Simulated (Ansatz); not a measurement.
**What biaxial strain +4.49 %, plane normal [110], relaxed out of plane does to AlRh**

Consider AlRh in the CsCl type structure (space group Pm-3m, No. 221; a = 2.972 Å; a cell from a computed database, its experimental status unchecked; relaxed with 0.1 eV smearing). Axes: x, y, z lie along the cube axes.

It is then changed as follows: biaxial strain +4.49 %, plane normal [110], relaxed out of plane (Cartesian); in-plane vectors clamped, the third vector and the atoms free.

All numbers come from PBEsol/PAW in Ansatz (a first-principles code), scalar-relativistic without spin-orbit coupling. k-mesh 19×19×19 (Γ-centred); smearing 0.1 eV (Fermi–Dirac).

The volume per atom grows by 0.69 Å³ to 13.82 Å³ and the space group goes from Pm-3m (No. 221) to Cmmm (No. 65). The shortest interatomic distance shrinks by 0.021 Å (2.574 Å → 2.553 Å) and the energy grows by 53 meV/atom. The band gap stays zero and the out-of-plane strain amounts to -3.57 %. The ratio −ε⊥/ε∥ amounts to 0.80.

Whether these cells are dynamically stable was not tested. The final runs are not spin-polarised.
